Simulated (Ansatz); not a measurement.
**Au under a change: biaxial strain −3.00 %, plane normal [001], relaxed out of plane**

The parent structure is Au in the fcc (Cu type) structure (space group Fm-3m, No. 225; a = 4.048 Å; relaxed with 0.1 eV smearing). Axes: x, y, z lie along the cube axes.

Perturbation: biaxial strain −3.00 %, plane normal [001], relaxed out of plane (Cartesian); in-plane vectors clamped, the third vector and the atoms free.

Level of theory: Kohn–Sham DFT with the LDA functional, run in Ansatz (a quantum-chemistry and plane-wave program) with PAW and 420 eV plane waves, no spin-orbit coupling. k-mesh 28×28×28 (Γ-centred); smearing 0.1 eV (Fermi–Dirac).

```json
[
 {"quantity": "volume per atom", "base": "16.58 Å³", "changed": "16.41 Å³", "shift": "-0.17 Å³"},
 {"quantity": "shortest interatomic distance", "base": "2.862 Å", "changed": "2.776 Å", "shift": "-0.086 Å"},
 {"quantity": "energy relative to the base (free energy F)", "base": "0 meV/atom", "changed": "+10 meV/atom", "shift": "+10 meV/atom"},
 {"quantity": "band gap", "base": "zero", "changed": "zero", "shift": "–"},
 {"quantity": "out-of-plane strain", "base": "–", "changed": "+5.17 %", "shift": "–"},
 {"quantity": "ratio −ε⊥/ε∥", "base": "–", "changed": "1.72", "shift": "–"}
]
```

Final structure (turned so that z lies along the plane normal):

```
CELL_PARAMETERS angstrom
      2.77627     0.00000     0.00000
      0.00000     2.77627     0.00000
      1.38814    -1.38814     2.12845
ATOMIC_POSITIONS crystal
  Au 0.00000 0.00000 0.00000
```

Stability against distortions was not tested.
